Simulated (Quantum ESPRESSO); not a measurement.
## Habitual settings against a tight run: Hg (P-1, 3 atoms in the cell)

Self-consistent single point.

```
Hg
1.0
    3.32953     0.00000     0.00000
   -1.47612     3.08444     0.00000
   -0.96092    -1.40108     8.14254
Hg
3
Direct
  0.58607   0.74142   0.33526
  0.41393   0.25858   0.66474
  0.00000   0.00000   0.00000
```

Method of the run: LDA (PZ), GBRV 1.5 ultrasoft (LDA) pseudopotentials (plane waves; Quantum ESPRESSO).

Base settings: ecutwfc = 40 Ry; ecutrho = 200 Ry; occupations = smearing; smearing = cold; degauss = 0.0073499 Ry; potentials = {Hg: hg_lda_v1.uspp.F.UPF}; K_POINTS = automatic 8 7 3 0 0 0; conv_thr = 1e-10 Ry.

Tight run (finer mesh or higher cutoff; not a proven limit): ecutwfc: 40 Ry → 56 Ry; ecutrho: 200 Ry → 280 Ry; conv_thr: 1e-10 Ry → 7.3e-11 Ry; K_POINTS: automatic 8 7 3 0 0 0 → automatic 11 10 5 0 0 0. It gave Fermi level (on the code's own zero) 8.19 eV; pressure -4.68 GPa; largest force (vector length) 0.019 eV/Å.

Quick runs, as changes from the base:
- A: the base itself
- B: ecutwfc: 40 Ry → 42 Ry; ecutrho: 200 Ry → default; pseudopotentials: {Hg: hg_lda_v1.uspp.F.UPF} → {Hg: Hg_ONCV_PBE-1.0.oncvpsp.upf}; K_POINTS: automatic 8 7 3 0 0 0 → automatic 4 4 4 1 1 1; input_dft: default → pbesol [PBEsol]
- C: ecutwfc: 40 Ry → 20 Ry; ecutrho: 200 Ry → 100 Ry; smearing: cold → fd; degauss: 0.0073499 Ry → 0.019992 Ry; conv_thr: 1e-10 Ry → 7.3e-05 Ry; K_POINTS: automatic 8 7 3 0 0 0 → automatic 2 2 2 0 0 0
- D: ecutwfc: 40 Ry → 42 Ry; ecutrho: 200 Ry → default; smearing: cold → mp; degauss: 0.0073499 Ry → 0.019992 Ry; pseudopotentials: {Hg: hg_lda_v1.uspp.F.UPF} → {Hg: Hg_ONCV_PBE-1.0.oncvpsp.upf}; K_POINTS: automatic 8 7 3 0 0 0 → automatic 8 8 8 1 1 1; input_dft: default → pbesol [PBEsol]
- E: ecutwfc: 40 Ry → 32 Ry; ecutrho: 200 Ry → 160 Ry; smearing: cold → fd; degauss: 0.0073499 Ry → 0.036749 Ry; K_POINTS: automatic 8 7 3 0 0 0 → automatic 6 6 6 0 0 0

Energies are extrapolated to zero smearing width, which holds to low order in the width alone (under cold and Methfessel-Paxton smearing the free energy itself is taken).

Dashes: energy of B, D, another energy zero; pressure of C, not trusted under this conv_thr with d or f elements; time of C, under 30 s.

† marks runs with another functional, U, potentials or spin treatment: their distance from the tight run is not a convergence error alone.

The count of work is k-points × plane waves × bands × iterations; it is no time. Core times come from one kind of shared machine and are given to one figure; runs under 30 s give none.

The starting cell comes from a database of computed structures (which also holds hypothetical and non-ambient phases and stackings), without a prior relaxation at this level. Its lattice was rescaled by a random factor within 2.5 % of one. In the base run, with a pressure of about -5 GPa the cell is away from its equilibrium volume at this level.

```
run  energy less tight (meV/atom)  pressure less tight (GPa)  largest miss in a force vector (eV/Å)  count of work / tight  core time / tight (rough)
---  ----------------------------  -------------------------  -------------------------------------  ---------------------  -------------------------
A                             3.4                       0.16                                  0.011                   0.19                        0.2
B†                              –                      -0.73                                  0.044                   0.11                        0.1
C                           789.5                          –                                  0.064                 0.0026                          –
D†                              –                      -1.63                                  0.007                   0.91                          1
E                            20.2                      -0.72                                  0.024                   0.16                        0.2
```

Among the runs at the tight run's level, the energy misses run from 3.4 to 789.5 meV/atom.

Left out of this page: 1 run of the series outside the window shown, repeating another row's setting, or not comparable.
